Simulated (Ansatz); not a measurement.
**Response to strain in TiAl**

Start from TiAl (space group P4/mmm, No. 123; a = 2.824 Å, c = 4.075 Å; relaxed with 0.1 eV smearing).

Strains are applied to the cell and any free atomic positions relax.

Method: Ansatz (a program for electronic structure), PBE, PAW, cutoff 420 eV, no spin-orbit coupling.

Notes on the quantities. pressure: mean of the normal stresses, compression positive.

```tsv
variant	volume per atom	pressure
base	16.25 Å³	0.0 GPa
isotropic strain −2.50 %	15.06 Å³	10.0 GPa
isotropic strain −2.00 %	15.29 Å³	7.7 GPa
isotropic strain −1.50 %	15.53 Å³	5.6 GPa
isotropic strain −0.50 %	16.01 Å³	1.7 GPa
isotropic strain +0.50 %	16.49 Å³	(withheld)
isotropic strain +1.00 %	16.74 Å³	-3.2 GPa
isotropic strain +1.50 %	16.99 Å³	-4.6 GPa
isotropic strain +2.00 %	17.24 Å³	-6.0 GPa
isotropic strain +3.00 %	17.76 Å³	-8.4 GPa
```

### Question
Fill in the withheld entries from the trend.

### Answer

- isotropic strain +0.50 %, pressure: -1.6 GPa

No phonon test of stability was made. All final runs are without spin polarisation.
